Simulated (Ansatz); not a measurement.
The parent structure is CsPbCl3 in the cubic perovskite structure (space group Pm-3m, No. 221).

```
CELL_PARAMETERS angstrom
      5.61875     0.00000     0.00000
      0.00000     5.61875     0.00000
      0.00000     0.00000     5.61875
ATOMIC_POSITIONS crystal
  Cs 0.00000 0.00000 0.00000
  Pb 0.50000 0.50000 0.50000
  Cl 0.00000 0.50000 0.50000
  Cl 0.50000 0.50000 0.00000
  Cl 0.50000 0.00000 0.50000
```

Cartesian axes are those of the cell as printed.

Computed with PBEsol in Ansatz (plane waves to 420 eV, PAW, no SOC).

Strains are applied to the cell and any free atomic positions relax.

One change was made to it. Results:

The band gap decreases by 0.17 eV to 1.66 eV; the hole mass becomes 0.15 mₑ (at R) (base: 0.17 mₑ (at R)).

Problem. Which of these changes matches the shifts?
A. uniaxial strain ε_yy = −2.81 %
B. tensor shear ε_xy = +0.78 %
C. isotropic strain −1.23 %

Solution. C, isotropic strain −1.23 %. For comparison, the band gap in the other runs: uniaxial strain ε_yy = −2.81 % gives 1.61 eV; tensor shear ε_xy = +0.78 % gives 1.80 eV.

Spin-orbit coupling, missing from the scalar runs, can matter with Pb. Effective masses come from finite differences of ±0.01 Å⁻¹. Whether these cells are dynamically stable was not tested. Many cubic perovskites are stable only at high temperature; tilts and polar distortions were not tested. This is not the structure that CsPbCl3 has at room temperature and ambient pressure.

Ansatz is an electronic-structure program.
